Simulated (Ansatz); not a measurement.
**Short convergence ladders for As (R-3m, 2 atoms in the cell)**

```yaml
crystal:
  lattice:
    - [3.69877, -1.88940, 0.00000]
    - [3.69877, 1.88940, 0.00000]
    - [2.73362, 0.00000, 3.12698]
  atoms:
    - { symbol: As, position: [0.23172, 0.23172, 0.23172] }
    - { symbol: As, position: [0.77300, 0.77300, 0.77300] }
```

Base method: PBE (plane waves, PAW; Ansatz, a first-principles code).

Base settings: basis.ecutwfc = 420 eV; kpoints.mp_grid.grid = 11 11 11; hamiltonian.xc = pbe; hamiltonian.pseudopotentials = {kind: paw} (the program's default PAW files); scf.occupations.method = fermi_dirac; scf.occupations.width = 0.1 eV.

The count of work is k-points × plane waves × bands × iterations; it is no time. 

**The width of Fermi-Dirac smearing**

In this ladder: kpoints.mp_grid.grid = 18 18 18.

Narrow widths need finer meshes than wide ones, so the last steps can hold mesh noise.

Only quantities that move along the ladder and can be compared are tabulated; pressure and forces are left out, as mesh noise rules them at narrow widths.

```csv
scf.occupations.width,free energy less the last step's (meV/atom),energy extrapolated to zero width less the last step's (meV/atom)
1 eV,-637.86,127.99
0.5 eV,-112.11,31.55
0.3 eV,-30.10,8.01
0.2 eV,-10.68,2.40
0.1 eV,-1.73,0.24
0.05 eV,0.00,0.00
```

Widest scf.occupations.width that holds the free energy within 5 meV/atom of the last step, with all finer ones: 0.1 eV; the step before is off by 11 meV/atom.

Widest scf.occupations.width that holds the energy extrapolated to zero width within 2 meV/atom of the last step, with all finer ones: 0.1 eV; the step before is off by 2.4 meV/atom.

The extrapolation to zero width removes most of the smearing's effect on the energy.

**The width of Methfessel-Paxton smearing**

In this ladder: kpoints.mp_grid.grid = 18 18 18; scf.occupations.method = methfessel_paxton.

Narrow widths need finer meshes than wide ones, so the last steps can hold mesh noise.

Only quantities that move along the ladder and can be compared are tabulated; pressure and forces are left out, as mesh noise rules them at narrow widths.

| scf.occupations.width | free energy less the last step's (meV/atom) |
|---|---|
| 1 eV | 17.42 |
| 0.5 eV | 2.40 |
| 0.3 eV | 0.42 |
| 0.2 eV | 0.16 |
| 0.1 eV | 0.03 |
| 0.05 eV | 0.00 |

Widest scf.occupations.width that holds the free energy within 2 meV/atom of the last step, with all finer ones: 0.3 eV; the step before is off by 2.4 meV/atom.

**The mesh under tetrahedron occupations**

In this ladder: scf.occupations.method = tetrahedron; scf.occupations.width = default.

Only quantities that move along the ladder and can be compared are tabulated.

```csv
kpoints.mp_grid.grid,free energy less the last step's (meV/atom),pressure (GPa),largest difference of a force vector from the last step's (eV/Å),count of work / last
5 5 5,-19.77,0.62,0.155,0.010
6 6 6,-13.93,1.04,0.083,0.021
7 7 7,-9.91,0.79,0.031,0.034
8 8 8,-4.87,1.01,0.023,0.050
10 10 10,-2.14,0.93,0.003,0.088
13 13 13,-0.34,0.94,0.008,0.18
16 16 16,0.18,0.96,0.009,0.32
20 20 20,0.30,0.96,0.006,0.59
24 24 24,0.00,0.96,0.000,1.0
```

Coarsest kpoints.mp_grid.grid that holds the forces within 0.02 eV/Å of the last step, with all finer ones: 10 10 10, at 0.088 of the last step's count of work; the step before is off by 0.023 eV/Å.

Coarsest kpoints.mp_grid.grid that holds the free energy within 2 meV/atom of the last step, with all finer ones: 13 13 13, at 0.18 of the last step's count of work; the step before is off by 2.1 meV/atom.

Coarsest kpoints.mp_grid.grid that holds the pressure within 0.2 GPa of the last step, with all finer ones: 6 6 6, at 0.021 of the last step's count of work; the step before is off by 0.34 GPa.

On the base run: the starting cell has typed, rounded lattice constants, without a prior relaxation at this level. Its lattice was rescaled by up to half a per cent. One atom was moved a little off its site on purpose. Ansatz's pressure includes its estimate of the finite-basis (Pulay) stress.

Left out of this page: 4 runs of the series outside the window shown, repeating another row's setting, or not comparable.

Keys are those of Ansatz 0.2.
